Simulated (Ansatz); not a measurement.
Zr: response to strain

The reference is Zr in the hcp (Mg type) structure (space group P6_3/mmc, No. 194; relaxed with 0.1 eV smearing).

```cif
data_Zr2
_chemical_formula_sum 'Zr2'
_space_group_name_H-M_alt 'P63/mmc'
_space_group_IT_number 194
_space_group_name_Hall '-P 6c 2c'
_cell_length_a 3.18249
_cell_length_b 3.18249
_cell_length_c 5.12352
_cell_angle_alpha 90.000
_cell_angle_beta 90.000
_cell_angle_gamma 120.000
loop_
_atom_site_label
_atom_site_type_symbol
_atom_site_symmetry_multiplicity
_atom_site_Wyckoff_symbol
_atom_site_fract_x
_atom_site_fract_y
_atom_site_fract_z
_atom_site_occupancy
Zr1 Zr 2 c 0.33333 0.66667 0.25000 1
```

Strains are applied to the cell and any free atomic positions relax.

All numbers come from PBEsol in Ansatz (plane waves to 420 eV, PAW, no spin-orbit coupling).

Notes on the quantities. pressure: mean of the normal stresses, compression positive; energy relative to the base: free energy F.

```json
[
 {"change": "base", "pressure": "0.0 GPa", "shortest interatomic distance": "3.153 Å", "energy relative to the base": "0 meV/atom"},
 {"change": "isotropic strain −3.00 %", "pressure": "10.4 GPa", "shortest interatomic distance": "3.058 Å", "energy relative to the base": "+60 meV/atom"},
 {"change": "isotropic strain −2.50 %", "pressure": "8.5 GPa", "shortest interatomic distance": "3.074 Å", "energy relative to the base": "+41 meV/atom"},
 {"change": "isotropic strain −2.00 %", "pressure": "6.6 GPa", "shortest interatomic distance": "3.090 Å", "energy relative to the base": "+26 meV/atom"},
 {"change": "isotropic strain −1.50 %", "pressure": "4.8 GPa", "shortest interatomic distance": "3.105 Å", "energy relative to the base": "+15 meV/atom"},
 {"change": "isotropic strain −1.00 %", "pressure": "3.1 GPa", "shortest interatomic distance": "3.121 Å", "energy relative to the base": "+6.4 meV/atom"},
 {"change": "isotropic strain −0.50 %", "pressure": "1.5 GPa", "shortest interatomic distance": "3.137 Å", "energy relative to the base": "+1.6 meV/atom"},
 {"change": "isotropic strain +0.50 %", "pressure": "-1.4 GPa", "shortest interatomic distance": "3.168 Å", "energy relative to the base": "+1.5 meV/atom"},
 {"change": "isotropic strain +1.00 %", "pressure": "-2.8 GPa", "shortest interatomic distance": "3.184 Å", "energy relative to the base": "+6.1 meV/atom"},
 {"change": "isotropic strain +3.00 %", "pressure": "-7.6 GPa", "shortest interatomic distance": "3.247 Å", "energy relative to the base": "+52 meV/atom"}
]
```

No phonon test of stability was made. All final runs are without spin polarisation.

Ansatz is a quantum-chemistry and plane-wave program.
